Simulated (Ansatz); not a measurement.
Consider Ta vacancy in bcc Ta, neutral cell. Computed with PBE, PAW (plane waves to 420 eV; Ansatz, a first-principles code).

Settings: 36 host sites, the relaxed PBE lattice, a 2×2×3 k-point mesh shifted by half a step, smearing 0.10 eV, spin-restricted, no image-charge correction. Static, classical nuclei. Spin-orbit coupling is left out. Forms of the defect that were not tried may lie lower.

Barriers: single points on a 3×3×4 k-point mesh shifted by half a step at the bands' geometries.

Relaxed starting cell (atoms counted from 1):

```
Ta
1.0
    9.95709     0.00000     0.00000
    0.00000     9.95709     0.00000
    0.00000     0.00000     6.63806
Ta
35
Direct
  0.99980   0.00001   0.50156
  0.99987   0.34085   0.00152
  0.99983   0.33068   0.50152
  0.99988   0.65917   0.00149
  0.99985   0.66933   0.50153
  0.34067   0.99997   0.00153
  0.33056   0.00003   0.50148
  0.33160   0.33178   0.00161
  0.33032   0.33046   0.50151
  0.33162   0.66823   0.00149
  0.33031   0.66950   0.50154
  0.65905   0.00000   0.00148
  0.66916   0.00005   0.50157
  0.66809   0.33172   0.00155
  0.66938   0.33043   0.50154
  0.66807   0.66823   0.00143
  0.66934   0.66949   0.50153
  0.16033   0.16049   0.24277
  0.16038   0.16057   0.76028
  0.16786   0.50000   0.25458
  0.16787   0.49997   0.74849
  0.16040   0.83946   0.24279
  0.16042   0.83954   0.76023
  0.49984   0.16797   0.25455
  0.49983   0.16801   0.74855
  0.49987   0.50001   0.25272
  0.49985   0.49996   0.75035
  0.49985   0.83199   0.25456
  0.49984   0.83202   0.74841
  0.83934   0.16051   0.24285
  0.83933   0.16060   0.76025
  0.83185   0.50000   0.25455
  0.83186   0.49999   0.74846
  0.83923   0.83936   0.24290
  0.83929   0.83942   0.76017
```

End state 1 differs by these moves (Å; atoms that move under 0.08 Å are left out):

| atom | element | Δx | Δy | Δz |
|---|---|---|---|---|
| 1 | Ta | 0.08 | -0.08 | -0.05 |
| 2 | Ta | 0.00 | -0.09 | -0.01 |
| 4 | Ta | 0.08 | 0.12 | 0.07 |
| 5 | Ta | 0.08 | 0.02 | -0.05 |
| 6 | Ta | -0.12 | -0.08 | 0.07 |
| 7 | Ta | -0.02 | -0.08 | -0.05 |
| 12 | Ta | 0.09 | 0.00 | -0.01 |
| 18 | Ta | 0.08 | 0.12 | 0.07 |
| 19 | Ta | 0.08 | 0.02 | -0.05 |
| 20 | Ta | 0.00 | -0.09 | -0.01 |
| 22 | Ta | -1.52 | 1.52 | -1.54 |
| 23 | Ta | 0.08 | -0.08 | -0.05 |
| 28 | Ta | 0.09 | 0.00 | -0.01 |
| 34 | Ta | -0.12 | -0.08 | 0.07 |
| 35 | Ta | -0.02 | -0.08 | -0.05 |

### Question
Estimate the forward and backward barriers to end state 1 that PBE, PAW returns for this input.

### Answer
forward 0.81 eV, backward 0.81 eV; at the saddle point atom 22 has neighbours 2 Ta at 2.77, 4 Ta at 2.81, 2 Ta at 3.52, 4 Ta at 3.53 Å. The saddle point's order was not checked, and it lies on a symmetry element of the cell, where a band can be held.
